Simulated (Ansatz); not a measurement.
Input:

```xyz
2
Lattice="0.0000 3.2047 3.2047 3.2047 0.0000 3.2047 3.2047 3.2047 0.0000" Properties=species:S:1:pos:R:3 pbc="T T T"
Sn     0.0000     0.0000     0.0000
Sn     1.6023     1.6023     1.6023
```

No spin polarisation.

All numbers come from PBEsol (Ansatz, a program for electronic structure), no spin-orbit coupling. Settings: 15×15×15 k-points, 0.1 eV Fermi–Dirac smearing.

Question: Predict the band gap.

Answer: Zero.

Question: Estimate the pressure.

Answer: 2.9 GPa.

Question: What is the computed space group?

Answer: Fd-3m (No. 227).

The cells carry an imposed strain or load. Whether these cells are dynamically stable was not tested. The cell was made from Sn in the diamond structure (space group Fd-3m, No. 227) by this change: isotropic strain −2.00 %.
